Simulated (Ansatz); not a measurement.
Density of states of Si2Mo (I4/mmm, 3 atoms in the cell).

```xyz
3
Lattice="-1.6262 1.6262 3.9667 1.6262 -1.6262 3.9667 1.6262 1.6262 -3.9667" Properties=species:S:1:pos:R:3 pbc="T T T"
Si     0.0000     0.0000     5.2723
Si     0.0000     0.0000     2.6611
Mo     0.0000     0.0000     0.0000
```

Level of theory: PBE, PAW files (plane waves; Ansatz, a quantum-chemistry and plane-wave program).

SCF settings: basis.ecutwfc = 30.9 Ry; kpoints.mp_grid.grid = 17 17 17; hamiltonian.xc = pbe; hamiltonian.pseudopotentials = {kind: paw} (an earlier, softer set of the program's PAW files); scf.occupations.method = methfessel_paxton; scf.occupations.width = 0.0073 Ry. Keys of the DOS step: output.dos.nscf_kmesh.grid = 26 26 26; output.dos.method = {smearing: {sigma: 0.02}} eV.

The starting cell comes from a database of computed structures (which also holds hypothetical and non-ambient phases and stackings), without a prior relaxation at this level. Its lattice was rescaled by a random factor within 2.5 % of one. Spin polarisation is off.

Total DOS (both spins), as means of the tabulated values in each energy bin; the zero is the program's Fermi level or highest filled level, and the curve is cut to this window:

```json
[
 {"E (eV)": "-7.75", "states/eV/cell": "0.69"},
 {"E (eV)": "-7.25", "states/eV/cell": "0.62"},
 {"E (eV)": "-6.75", "states/eV/cell": "0.46"},
 {"E (eV)": "-6.25", "states/eV/cell": "0.60"},
 {"E (eV)": "-5.75", "states/eV/cell": "1.30"},
 {"E (eV)": "-5.25", "states/eV/cell": "1.21"},
 {"E (eV)": "-4.75", "states/eV/cell": "0.93"},
 {"E (eV)": "-4.25", "states/eV/cell": "0.85"},
 {"E (eV)": "-3.75", "states/eV/cell": "1.45"},
 {"E (eV)": "-3.25", "states/eV/cell": "1.60"},
 {"E (eV)": "-2.75", "states/eV/cell": "2.32"},
 {"E (eV)": "-2.25", "states/eV/cell": "4.82"},
 {"E (eV)": "-1.75", "states/eV/cell": "2.60"},
 {"E (eV)": "-1.25", "states/eV/cell": "1.26"},
 {"E (eV)": "-0.75", "states/eV/cell": "1.03"},
 {"E (eV)": "-0.25", "states/eV/cell": "0.50"},
 {"E (eV)": "0.25", "states/eV/cell": "0.43"},
 {"E (eV)": "0.75", "states/eV/cell": "0.79"}
]
```

Around zero the curve holds about 0.2 states/eV/cell.

Keys are those of Ansatz 0.2.
